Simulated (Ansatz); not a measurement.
Consider Ti-vacancy pair (Ti on one host Al site, one Al site vacant) in fcc Al, neutral cell. These are PBE, PAW (plane waves to 420 eV; Ansatz, an electronic-structure program) values and carry that method's errors.

Settings: 32 host sites, the relaxed PBE lattice, a 4×4×4 k-point mesh shifted by half a step, smearing 0.10 eV, spin-restricted, no image-charge correction. No zero-point or tunnelling terms. Forms of the defect that were not tried may lie lower. The start lies 0.40 eV above the lowest site run (PBE).

Barriers: single points on a 6×6×6 k-point mesh shifted by half a step at the bands' geometries.

The step: one Al atom jumps into the vacancy from a nearby Al site (Ti-vacancy distance between ideal sites 2.86 Å throughout); the atom moves 2.75 Å along (-0.48, 0.48, 0.00) of the unit cell; the moving atom starts with neighbours Al at 2.78, Al at 2.80, 2 Al at 2.85, 2 Al at 2.87, 2 Al at 2.88, 2 Al at 2.90; Ti at 2.83 Å and ends with Al at 2.78, Al at 2.80, Al at 2.84, Al at 2.85, 2 Al at 2.87, 2 Al at 2.88, 2 Al at 2.90; Ti at 2.83 Å.

Problem. Give the migration barrier of this step at the level PBE, PAW.

Solution. 50 kJ/mol, the same both ways. At the saddle the moving atom has neighbours Al at 2.61, Al at 2.62, Al at 2.64, 2 Al at 3.00, 2 Al at 3.19; Ti at 2.65 Å. The program found a first-order saddle point.
